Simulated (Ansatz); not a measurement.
Bi₄Ge₃O₁₂ (I-43d, No. 220), treated with PBEsol in Ansatz (plane waves, PAW).

Run with plane-wave cutoff 520 eV, 6×6×6 k mesh, Fermi–Dirac smearing 0.01 eV, scalar-relativistic PAW data made under PBE.

Cell (measured lattice):

```
CELL_PARAMETERS angstrom
     -5.26200     5.26200     5.26200
      5.26200    -5.26200     5.26200
      5.26200     5.26200    -5.26200
ATOMIC_POSITIONS crystal
  Ge 0.25000 0.62500 0.37500
  Ge 0.37500 0.25000 0.62500
  Ge 0.75000 0.87500 0.12500
  Ge 0.12500 0.75000 0.87500
  Ge 0.62500 0.37500 0.25000
  Ge 0.87500 0.12500 0.75000
  Bi 0.17502 0.17502 0.17502
  Bi 0.82498 0.50000 0.00000
  Bi 0.50000 0.00000 0.32498
  Bi 0.00000 0.82498 0.50000
  Bi 0.32498 0.50000 0.00000
  Bi 0.50000 0.00000 0.82498
  Bi 0.00000 0.32498 0.50000
  Bi 0.67502 0.67502 0.67502
  O  0.41438 0.35721 0.19619
  O  0.64279 0.33898 0.05717
  O  0.66102 0.21819 0.30381
  O  0.78181 0.58562 0.44283
  O  0.08562 0.28181 0.94283
  O  0.71819 0.16102 0.80381
  O  0.83898 0.14279 0.55717
  O  0.85721 0.91438 0.69619
  O  0.19619 0.41438 0.35721
  O  0.58562 0.44283 0.78181
  O  0.55717 0.83898 0.14279
  O  0.16102 0.80381 0.71819
  O  0.30381 0.66102 0.21819
  O  0.33898 0.05717 0.64279
  O  0.94283 0.08562 0.28181
  O  0.91438 0.69619 0.85721
  O  0.35721 0.19619 0.41438
  O  0.14279 0.55717 0.83898
  O  0.44283 0.78181 0.58562
  O  0.21819 0.30381 0.66102
  O  0.69619 0.85721 0.91438
  O  0.28181 0.94283 0.08562
  O  0.05717 0.64279 0.33898
  O  0.80381 0.71819 0.16102
```

**Question.** What does this level give for the band gap, smallest direct gap on the k points sampled and Γ–Γ gap?

**Answer.** 
band gap: 3.65 eV
smallest direct gap on the k points sampled: 3.69 eV
Γ–Γ gap: 4.14 eV

Note: cell and atoms aren't relaxed at this level (largest force component 0.27 eV/Å, pressure 2.3 GPa).

Spin–orbit coupling is not included; with these elements it can move the gap by several tenths of an eV or more.

Computed values are for the static lattice.

Computing time: about 25 core-minutes (a rough figure).

Ansatz is a program for electronic structure.
